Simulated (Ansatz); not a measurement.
The reference is Fe in the bcc (W type) structure (space group Im-3m, No. 229; ferromagnetic).

```
Fe
1.0
   -1.41592     1.41592     1.41592
    1.41592    -1.41592     1.41592
    1.41592     1.41592    -1.41592
Fe
1
Direct
  0.00000   0.00000   0.00000
```

The values are results of PBE (Ansatz, a first-principles code, PAW, no spin-orbit coupling), not measurements.

For the base:

```
Item                  Result
-------------------  -------
Lattice parameter a  2.832 Å
```

One thing is altered: a hydrostatic pressure of 4.5 GPa.

Question: Estimate the effect on the lattice parameter a.

Answer: The lattice parameter a falls by 0.0204 Å to 2.811 Å.

Other magnetic orders, which the real material may have, were not ruled out. Load acts through the strain it causes; cell and atoms are relaxed under it. No phonon test of stability was made.
